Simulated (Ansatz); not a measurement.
The starting structures come from a database of crystals and need not be the phases stable at ambient conditions.

## Evanescent states of Rb3Sb2Au3 (R-3m, not sure to be the ambient phase, 8 atoms a cell, 33.7 Å³ an atom) along the normal of (101)

All values below come from r2SCAN (plane waves, PAW; Ansatz, an electronic-structure program).

The gap is the functional's own, uncorrected, and κ follows it; spin-orbit coupling is left out. Mid-gap values are interpolated between the computed energies.

Energies count from the valence-band top; κ is the least over a 6×4 mesh across the current.

```csv
E (eV),κ (1/Å),where
0.04,0.082,off Γ
0.12,0.136,off Γ
0.20,0.168,off Γ
0.28,0.184,off Γ
0.36,0.192,off Γ
0.44,0.190,off Γ
0.52,0.186,off Γ
0.60,0.182,off Γ
0.68,0.177,off Γ
0.76,0.171,off Γ
0.84,0.163,off Γ
0.92,0.154,off Γ
1.00,0.144,off Γ
1.08,0.131,off Γ
1.16,0.116,off Γ
1.24,0.096,off Γ
1.32,0.067,off Γ
```

Question: How thick must the barrier be to attenuate the transmission by 10^4 when the electrodes' Fermi level lies at 1.16 eV, and what attenuation does that film give at 0.04 eV?

Answer: d = 4 ln 10 / (2 × 0.116) = 39.7 Å. At 0.04 eV it gives 4 × 0.082/0.116 = 2.8 decades.
